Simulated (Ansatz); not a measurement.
Defect migration in beta Ga2O3: interstitial Na, charge state +1. All values below come from PBE, PAW (plane waves to 420 eV; Ansatz, an electronic-structure program).

Cell of 120 host sites held at the relaxed PBE lattice; the Γ point alone; Fermi-Dirac width 0.01 eV, spin-restricted; finite-size errors left in. Energies are static. The charge state is imposed; whether it is stable for some Fermi level was not computed. Sites that were not tried may lie lower.

Barriers: single points on a 2×2×2 k-point mesh shifted by half a step at the bands' geometries.

The step: several atoms move together, Na the farthest; the atom moves 1.77 Å along (0.05, 0.50, 0.13) of the unit cell; the moving atom starts with neighbours 2 Ga at 2.49; O at 1.99, 2 O at 2.15, 2 O at 2.50 Å and ends with 2 Ga at 2.49; O at 1.99, 2 O at 2.15, 2 O at 2.50 Å.

Question: What migration barrier of this step does PBE, PAW give?

Answer: 27 kJ/mol, the same both ways. At the saddle the moving atom has neighbours 2 Ga at 2.53; 2 O at 2.01, 2 O at 2.49, 2 O at 2.60 Å. The saddle point's order was not checked, and it lies on a symmetry element of the cell, where a band can be held.
